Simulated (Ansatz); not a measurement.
An Ansatz (a first-principles code) input (r2SCAN (Ansatz, PAW, scalar-relativistic without spin-orbit coupling), earlier PAW set):

Ansatz 0.2 input:
```yaml
crystal:
  lattice:
    - [-1.6010847241, 1.5506489687, 3.8890944906]
    - [1.6010847241, -1.6515204795, 3.9304024764]
    - [1.6010847241, 1.6515204795, -3.9304024764]
  atoms:
    - { symbol: Mo, position: [0, 0, 0] }
    - { symbol: Si, position: [0.3352985087, 0.3352985087, 0] }
    - { symbol: Si, position: [0.6647014913, 0.6647014913, 0] }
basis: { ecutwfc: 500, ecutrho_ratio: 4, xc_grid: 4, fft_grid_basis: typed }
kpoints: { mp_grid: { grid: [14, 14, 14] } }
hamiltonian:
  xc: r2scan
  dispersion: none
  pseudopotentials: { azcp: { folder: ./paw }, kind: paw }
scf: { occupations: { method: fermi_dirac, width: 0.05 }, convergence: { dr2_threshold: 0.0000000003 } }
relax: { f_tol: 0.005, max_steps: 50 }
output: { forces: true, stress: true }
checkpoint: { write: state.ck, write_every: 1000 }
```

Problem. Which symmetry and how many k-points will the program report, and about how many plane waves at Γ?

Solution. Space group C2/m (ITA 12) with 4 operations, k-points 744 of 2744, and 1031 plane waves at Γ.

The cells carry an imposed strain or load. Stability against distortions was not tested. All final runs are without spin polarisation. The cell was made from MoSi2 (space group I4/mmm, No. 139) by this change: tensor shear ε_yz = −1.29 %.
